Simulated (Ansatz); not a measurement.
Defect migration in amorphous Si27O54 (a melt-quenched model of 81 atoms): interstitial Li, charge state +1. Level of theory: PBE, PAW (plane waves to 420 eV; Ansatz, an electronic-structure program).

Settings: 81 host sites, the glass model's own volume, the Γ point alone, smearing 0.01 eV, spin-restricted, no image-charge correction. Energies are static. This is one neighbourhood of one small, fast-quenched model, and the added charge may sit on a native defect of the glass. The charge state is imposed; whether it is stable for some Fermi level was not computed. Sites that were not tried may lie lower. The start lies 0.24 eV above the lowest site run (PBE).

Barriers: single points on a 2×2×2 k-point mesh shifted by half a step at the bands' geometries.

The step: Li moves alone to another site; the atom moves 1.95 Å along (-0.05, 0.17, -0.06) of the unit cell; the moving atom starts with neighbours O at 1.91, O at 2.00, O at 2.06, O at 2.23 Å and ends with O at 1.89, O at 1.98, O at 2.00, O at 2.26, O at 2.27; Si at 2.44 Å.

Q: What is the computed migration barrier of this step (PBE, PAW)?

A: 0.16 eV forward and 0.14 eV backward. At the saddle the moving atom has neighbours O at 1.84, O at 1.92 Å. The saddle point's order was not checked.
